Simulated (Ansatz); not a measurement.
Rh: tensor shear ε_xy = +0.29 %

Take Rh in the fcc (Cu type) structure (space group Fm-3m, No. 225; a = 3.802 Å; relaxed with 0.1 eV smearing) as the base. Axes: x, y, z lie along the cube axes.

The change: tensor shear ε_xy = +0.29 % (engineering shear γ = 0.0058), atoms relaxed at fixed cell.

Level of theory: Kohn–Sham DFT with the r2SCAN functional, run in Ansatz (a first-principles code) with PAW and 500 eV plane waves, no SOC. Γ-centred 30×30×30 mesh, Fermi–Dirac width 0.1 eV.

```json
[
 {"quantity": "volume per atom", "base": "13.73 Å³", "changed": "13.73 Å³", "shift": "0.00 Å³"},
 {"quantity": "space group", "base": "Fm-3m (No. 225)", "changed": "Immm (No. 71)", "shift": "–"},
 {"quantity": "shortest interatomic distance", "base": "2.688 Å", "changed": "2.680 Å", "shift": "-0.008 Å"},
 {"quantity": "energy relative to the base (free energy F)", "base": "0 meV/atom", "changed": "+0.3 meV/atom", "shift": "+0.3 meV/atom"},
 {"quantity": "pressure (mean of the normal stresses, compression positive)", "base": "0.0 GPa", "changed": "0.0 GPa", "shift": "0.0 GPa"},
 {"quantity": "band gap", "base": "zero", "changed": "zero", "shift": "–"},
 {"quantity": "stress (xx, yy, zz, yz, xz, xy; compression positive)", "base": "–", "changed": "(0.0, 0.0, 0.0, 0.0, 0.0, -1.1) GPa", "shift": "–"}
]
```

Final structure:

```xyz
1
Lattice="0.0055 1.9008 1.9008 1.9008 0.0055 1.9008 1.9063 1.9063 0.0000" Properties=species:S:1:pos:R:3 pbc="T T T"
Rh     0.0000     0.0000     0.0000
```

Cost of the whole job for the changed cell (relaxation, final SCF and bands): very roughly 3 core-minutes.

The cells carry an imposed strain or load. Whether these cells are dynamically stable was not tested. All final runs are without spin polarisation.
